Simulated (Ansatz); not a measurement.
The parent structure is BN in the wurtzite structure (space group P6_3mc, No. 186; a = 2.541 Å, c = 4.203 Å).

Calculations: PBEsol/PAW in Ansatz (a first-principles code), without spin-orbit coupling.

For the base:

```
Quantity          Result
---------------  -------
Volume per atom  5.88 Å³
Band gap         4.96 eV
```

Modification: cell and atoms relaxed at a pressure of 4.5 GPa.

Question: What happens to the volume per atom?

Answer: The volume per atom falls by 0.07 Å³ to 5.81 Å³.

Question: Predict the new band gap.

Answer: The band gap falls by 0.025 eV, from 4.96 eV to 4.94 eV.

Load acts through the strain it causes; cell and atoms are relaxed under it. Stability against distortions was not tested.
